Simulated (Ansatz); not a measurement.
## A computed series for SrTiO3: response to strain

Start from SrTiO3 in the cubic perovskite structure (space group Pm-3m, No. 221; a = 3.891 Å).

Strains are applied to the cell and any free atomic positions relax.

All numbers come from Ansatz (a quantum-chemistry and plane-wave program), PBEsol, PAW, cutoff 420 eV, no SOC.

```csv
isotropic strain (%),band gap (eV)
0,1.85
1.2,1.79
1.8,1.76
2.4,?
3,1.69
```

Q: Fit E_g = E₀ + Dε (ε in %) to the rows shown and predict the withheld row.

A: Least squares on the printed values gives E₀ = 1.85 eV, D = -53.2 meV per % of strain (largest residual 0.00 eV); this predicts 1.72 eV, and the run gives 1.72 eV, in agreement.

No phonon test of stability was made. The final runs are not spin-polarised. Many cubic perovskites are stable only at high temperature; tilts and polar distortions were not tested.
